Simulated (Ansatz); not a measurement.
The reference is BaTiO$_{3}$ (space group P4mm, No. 99).

```
BaTiO3
1.0
    3.97219     0.00000     0.00000
    0.00000     3.97219     0.00000
    0.00000     0.00000     4.11302
Ti Ba O
1 1 3
Cartesian
  1.98609   1.98609   1.86051
  0.00000   0.00000   3.84254
  1.98609   1.98609   3.68180
  1.98609   0.00000   1.69510
  0.00000   1.98609   1.69510
```

Cartesian axes are those of the cell as printed.

Calculations: Ansatz (an electronic-structure program) r2SCAN, no spin-orbit coupling.

Before the change:

The pressure comes out as 0.00 GPa and the smallest direct gap comes out as 2.70 eV.

Modification: the cell is stretched by 0.43 % along x with no lateral relaxation; the atoms relax in the strained cell.

Problem. Predict the new pressure.

Solution. The pressure (mean of the normal stresses, compression positive) goes from zero to -0.72 GPa.

Problem. What does the calculation give for the smallest direct gap after the change?

Solution. The smallest direct gap shrinks by 0.01 eV, from 2.70 eV to 2.69 eV.

Stability against distortions was not tested. The final runs are not spin-polarised.
